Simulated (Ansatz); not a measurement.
Consider the following.

```
InP
1.0
    4.17472     0.00000     0.00000
   -2.08736     3.61542     0.00000
    2.08736    -1.20514     3.40865
In P
1 1
Direct
  0.00000   0.00000   0.00000
  0.25000   0.75000   0.25000
```

Space group of this cell: F-43m, zinc blende. The cell is taken as given.

Computed with r2SCAN (plane waves, PAW; Ansatz, a quantum-chemistry and plane-wave program).

The current runs along the normal of the first two printed vectors; no spin-orbit coupling. Scaled by the factor s: both lengths across the current (ions clamped). Meshes 10×10×10 and 12×12 across the current in all rows.

| s | mean pressure (GPa) | slowest mid-gap decay constant κ (1/Å) |
|---|---|---|
| 0.98 | 3.2 | 0.078 |
| 1.00 | 0.1 | 0.067 |
| 1.02 | -2.3 | ? |

Take the slope of the slowest mid-gap decay constant κ against ln s from the two given rows, extrapolate to s = 1.02, and say what the run there gives.

Slope = (0.078 − 0.067) / ln 0.98 = -0.544 1/Å. The line gives 0.067 + (-0.544) × ln 1.02 = 0.056 1/Å. The run gives 0.054 1/Å, 0.002 1/Å under the line, 21 % of the predicted step.
